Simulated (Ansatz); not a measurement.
Take Ti in the hcp (Mg type) structure (space group P6_3/mmc, No. 194; a = 2.864 Å, c = 4.537 Å; relaxed with 0.1 eV smearing) as the base. Axes: x lies along a and z along c of the hexagonal cell.

Level of theory: Ansatz (an electronic-structure program), LDA, PAW, cutoff 420 eV, no spin-orbit coupling.

Base values:

* **Pressure**: 0.0 GPa
* **Shortest interatomic distance**: 2.807 Å
* **Band gap**: zero

Now apply this change: the cell is stretched by 0.50 % along x with no lateral relaxation; the atoms relax in the strained cell.

Problem. How does this affect the pressure?

Solution. The pressure (mean of the normal stresses, compression positive) goes from zero to -0.6 GPa.

Problem. How does this affect the shortest interatomic distance?

Solution. The shortest interatomic distance stays 2.807 Å.

Problem. Predict the new band gap.

Solution. The band gap is still zero.

Problem. How does this affect the energy relative to the base?

Solution. The energy hardly moves.

No phonon test of stability was made. All final runs are without spin polarisation.
